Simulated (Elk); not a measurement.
Input and output of a self-consistent single point for MgTl (Pm-3m, 2 atoms in the cell) (Elk).

Level of theory: LDA (PW92), all-electron FP-LAPW, Elk's shipped species files, LAPW+lo basis (Elk).

```xyz
2
Lattice="3.6378 0.0000 0.0000 0.0000 3.6378 0.0000 0.0000 0.0000 3.6378" Properties=species:S:1:pos:R:3 pbc="T T T"
Mg     0.0000     0.0000     0.0000
Tl     1.8189     1.8189     1.8189
```

Reference input (self-consistent single point, DFT, PBEsol, all-electron FP-LAPW, Elk's shipped species files, LAPW+lo basis): xctype = 22; rgkmax = 7.5; stype = 0; swidth = 0.00999582 Ha; ngridk = 7 7 7; gmaxvr = 16 1/bohr; nxoapwlo = 1. This run's input differs from it in these lines:

```diff
@@ -4,3 +4,3 @@
 xctype
-  22
+  3
```

Log, with long lists cut:

```
│ Self-consistent loop started │
│ Loop number : 1 │
 total energy                :     -20475.4688012
│ Loop number : 2 │
 total energy                :     -20475.6282822
RMS change in Kohn-Sham potential (target) :   0.7571385110E-01 (  0.1000000000E-05)
Absolute change in total energy (target)   :   0.1594810329     (  0.1000000000E-03)
│ Loop number : 3 │
 total energy                :     -20476.3183727
RMS change in Kohn-Sham potential (target) :   0.6408822953E-01 (  0.1000000000E-05)
Absolute change in total energy (target)   :   0.7299607290     (  0.1000000000E-03)
│ Loop number : 4 │
   [... lines left out ...]
Absolute change in total energy (target)   :   0.1163864854E-02 (  0.1000000000E-03)
│ Loop number : 13 │
 total energy                :     -20477.0788517
RMS change in Kohn-Sham potential (target) :   0.1712979132E-06 (  0.1000000000E-05)
Absolute change in total energy (target)   :   0.2925636145E-03 (  0.1000000000E-03)
│ Loop number : 14 │
 total energy                :     -20477.0788566
RMS change in Kohn-Sham potential (target) :   0.2017768724E-07 (  0.1000000000E-05)
Absolute change in total energy (target)   :   0.6823667354E-04 (  0.1000000000E-03)
Convergence targets achieved

│ Loop number : 15 │

Energies :
 Fermi                       :     0.196277501703
 total energy                :     -20477.0788567

Density of states at Fermi energy :    23.94565510
 (states/Hartree/unit cell)

Estimated indirect band gap :   0.1101815045E-01
 from k-point     17 to k-point      5
Estimated direct band gap   :   0.7738407282E-01
 at k-point     20

Charges :
 core                        :    64.00000000
 valence                     :    29.00000000
 interstitial                :    2.819998756
 muffin-tins (core leakage)
  species :    1 (Mg)
   atom    1                 :    10.42684599     (  0.6661338148E-15)
  species :    2 (Tl)
   atom    1                 :    79.75315525     (  0.3700428540E-04)
 total in muffin-tins        :    90.18000124
 total calculated charge     :    92.99387383
 total charge                :    93.00000000
 error                       :   0.6126169890E-02

│ Self-consistent loop stopped │
```

The run converged in 15 iterations. The count includes the last loop, which Elk runs after its targets are met. 

The starting cell comes from a database of computed structures (which also holds hypothetical and non-ambient phases and stackings), without a prior relaxation at this level. Spin-orbit coupling is off. Values depend on the basis (sphere radii, cutoffs, local orbitals), which need not be converged. The log's line on a gap gives a spacing of levels on this mesh, which the program prints for metals too.
